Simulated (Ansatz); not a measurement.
The structure below was relaxed with plane-wave PAW DFT at the PBEsol-D3(BJ) level (Ansatz, an electronic-structure program, 420 eV), spin-orbit coupling left out, at pressure −1 GPa.

```
HfO2
1.0
    3.21381     0.00000     0.00000
   -1.60690     2.78324     0.00000
    0.00000     0.00000     4.66909
Hf O
1 2
Direct
  0.00000   0.00000   0.00000
  0.33333   0.66667   0.20678
  0.66667   0.33333   0.79322
```

### Question
Find the space group and the Wyckoff positions.

### Answer
Space group P-3m1 (No. 164); a = b = 3.214 Å, c = 4.669 Å, α = β = 90.00°, γ = 120.00°

| atom | site | symmetry | x | y | z |
|---|---|---|---|---|---|
| Hf | 1a | -3m. | 0.0000 | 0.0000 | 0.0000 |
| O | 2d | 3m. | 0.3333 | 0.6667 | 0.2068 |

Load acts through the strain it causes; cell and atoms are relaxed under it. No phonon test of stability was made. The cell was made from HfO$_{2}$ in the CdI2 type structure (space group P-3m1, No. 164; a hypothetical phase, not in the database extracts checked; layered, stacked along the Cartesian z axis) by this change: pressure −1 GPa.
